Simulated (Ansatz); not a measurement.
Input and output of a relaxation of cell and atoms for In2Ni3Se2 (R-3m, 7 atoms in the cell) (Ansatz, an electronic-structure program).

Level of theory: LDA (PW92), default PAW files made with PBE (plane waves; Ansatz).

The change in words: atoms on their sites; basis.ecutwfc: 30.9 Ry → 61.7 Ry; relax: default → cell and atoms. Reference geometry:
```yaml
crystal:
  lattice:
    - [2.72363, 1.57249, 4.74104]
    - [-2.72363, 1.57249, 4.74104]
    - [0.00000, -3.14498, 4.74104]
  atoms:
    - { symbol: In, position: [0.00351, 0.00351, 0.00351] }
    - { symbol: In, position: [0.50000, 0.50000, 0.50000] }
    - { symbol: Ni, position: [0.00000, 0.00000, 0.50000] }
    - { symbol: Ni, position: [0.50000, 0.00000, 0.00000] }
    - { symbol: Ni, position: [0.00000, 0.50000, 0.00000] }
    - { symbol: Se, position: [0.28279, 0.28279, 0.28279] }
    - { symbol: Se, position: [0.71721, 0.71721, 0.71721] }
```

Reference input (self-consistent single point, DFT, LDA (PW92), plane waves, default PAW files made with PBE): basis.ecutwfc = 30.9 Ry; kpoints.mp_grid.grid = 4 4 4; hamiltonian.xc = lda; hamiltonian.pseudopotentials = {kind: paw} (the program's default PAW files); scf.occupations.method = fermi_dirac; scf.occupations.width = 0.0073 Ry. This run's input differs from it in these lines:

Ansatz 0.2 input:
```diff
@@ -6,3 +6,3 @@
   atoms:
-    - { symbol: In, position: [0.00351500, 0.00351500, 0.00351500] }
+    - { symbol: In, position: [0.00000000, 0.00000000, 0.00000000] }
     - { symbol: In, position: [0.50000000, 0.50000000, 0.50000000] }
@@ -14,3 +14,3 @@
 basis:
-  ecutwfc: 30.9 Ry
+  ecutwfc: 61.7 Ry
 kpoints:
@@ -22,2 +22,4 @@
   occupations: { method: fermi_dirac, width: 0.0073 Ry }
+relax:
+  cell: {}
 output:
```

Log, with long lists cut:

```
   [... SCF lines of the steps left out ...]
relax step   1: F+E_penalty+E_count = -39003.42206198 eV  Δ(F+E_penalty+E_count) = +0.000e0 eV  max|allowed force component| = 4.579e-1 eV/Å  Δτ_max = 0.0000 Å  P = -7.052 GPa  Ω = 121.832 Å³  (9 SCF iters, dr2 threshold 1.00e-7 eV, accepted)
relax step   2: F+E_penalty+E_count = -39003.54393260 eV  Δ(F+E_penalty+E_count) = -1.219e-1 eV  max|allowed force component| = 6.201e-1 eV/Å  Δτ_max = 0.0964 Å  P = +2.742 GPa  Ω = 108.783 Å³  energy of the carried Pulay correction = +2.463e-4 eV  [...]
   [... lines left out ...]
relax step   6: F+E_penalty+E_count = -39003.62698652 eV  Δ(F+E_penalty+E_count) = -1.036e-5 eV  max|allowed force component| = 2.966e-3 eV/Å  Δτ_max = 0.0007 Å  P = +0.010 GPa  Ω = 112.655 Å³  energy of the carried Pulay correction = +1.703e-4 eV  [...]
relax step   7: F+E_penalty+E_count = -39003.62682599 eV  Δ(F+E_penalty+E_count) = +1.605e-4 eV  max|allowed force component| = 2.989e-3 eV/Å  Δτ_max = 0.0000 Å  P = +0.010 GPa  Ω = 112.655 Å³  stress off target by 1.10e-2 GPa  SCF on the basis [...]
basis re-selected at this cell: Δ(F+E_penalty+E_count) = +1.605e-4 eV, ΔP = -0.000 GPa vs the last step
the relaxation is at rest under the 12 symmetry operations that the run kept from its start: a minimum is not shown …
Free energy (F): -39003.626826 eV
Internal energy: -39003.517014 eV  (E = F + TS)
E sigma→0 (E₀):  -39003.571920 eV
Entropy (-TS):   -0.109812 eV (-15.687 meV/atom)
Fermi energy:    14.254407 eV
--- Forces (eV/Å), atoms counted from 1 ---
  atom   1  In    -0.00000000     0.00000000     0.00000000
   [... lines left out ...]
  cell:  # Å, volume = 112.6553 Å³
   [... lines left out ...]
    - { symbol: Ni, position: [0.0, 0.0, 0.49999999999999994] }
    - { symbol: Ni, position: [0.5, 0.0, -2.7755575615628914e-17] }
    - { symbol: Ni, position: [0.0, 0.5, -2.7755575615628914e-17] }
    - { symbol: Se, position: [0.2848767269839593, 0.2848767269839593, 0.28487672698395927] }
    - { symbol: Se, position: [0.7151232730160405, 0.7151232730160405, 0.7151232730160404] }
```

The run converged.  The full log also holds: “iter 5 did not close the SCF: its close was put off for the readings that it lacked (scf_convergence_deferred on its scf_iter line)”. The full log also holds: “iter 5 did not close the SCF: its close was put off for the readings that it lacked (scf_convergence_deferred on its scf_iter line)”.

Summary of the result:
```
Property                                                                          Result
-----------------------------------------------  ---------------------------------------
Free energy E − TS (on the zero of these files)                           -39003.6268 eV
Fermi level (on the code's own zero)                                            14.25 eV
Pressure                                                                        0.01 GPa
Largest force (vector length)                                                 0.003 eV/Å
Final cell                                       a = b = c = 5.559 Å, α = β = γ = 56.84°
Final volume per atom                                                           16.09 Å³
Relaxation steps                                                                       7
```

The starting cell comes from a database of computed structures (which also holds hypothetical and non-ambient phases and stackings), without a prior relaxation at this level. Its lattice was rescaled by up to half a per cent. Spin polarisation is off, so a magnetic state, if there is one, cannot be reached. The relaxation keeps the symmetry of its start, so its end need not be a minimum. Ansatz's pressure includes its estimate of the finite-basis (Pulay) stress.

Cost on one core of a shared machine: roughly 2 min.
